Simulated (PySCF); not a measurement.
PySCF 2.14.0, BP86/def2-svp, df: Ca(F)(NMe2) (C[N](C)[Ca][F]), 11 atoms. The geometry is a generated start, not checked to be a minimum at this level.

| Item | Value |
|---|---|
| task | energy |
| method | bp86 |
| basis | def2-svp |
| two-electron scheme | density fitting |
| mol.max_memory | 3000 MB |
| mf.max_cycle | 100 |
| mf.init_guess | minao (default) |
| mf.DIIS | CDIIS (default) |
| mf.conv_tol | 1e-09 (default) |
| mf.grids.level | 3 (default) |
| basis functions | 110 |
| grid points | 135672 |

```xyz
11

Ca    -1.1139     1.5210    -1.3052
F     -0.0216     2.7274    -0.3674
N     -0.5265    -0.4080    -0.4187
C     -0.6936    -0.2763     1.0079
C      0.8646    -0.6436    -0.7142
H     -0.3592    -1.1989     1.4991
H     -0.1036     0.5603     1.4322
H     -1.7544    -0.1203     1.2366
H      1.5253     0.1759    -0.3650
H      1.1908    -1.5623    -0.2112
H      0.9920    -0.7753    -1.7942
```

One run each on 2 threads, 1 BLAS thread. Values of diis_space tried: 3, 5, 8 (default), 12, 20.

Question: How does the count of Fock builds change with diis_space, and where is it least?

Answer: Fewest Fock builds, within one of each other: 8 (default) with 14, 12 with 14, 20 with 14. The count rises to 38 at 3. All converge to one solution.

```
diis_space   Fock builds            end
-----------  -----------  -------------
3                     38  same solution
5                     17  same solution
8 (default)           14  same solution
12                    14  same solution
20                    14  same solution
```
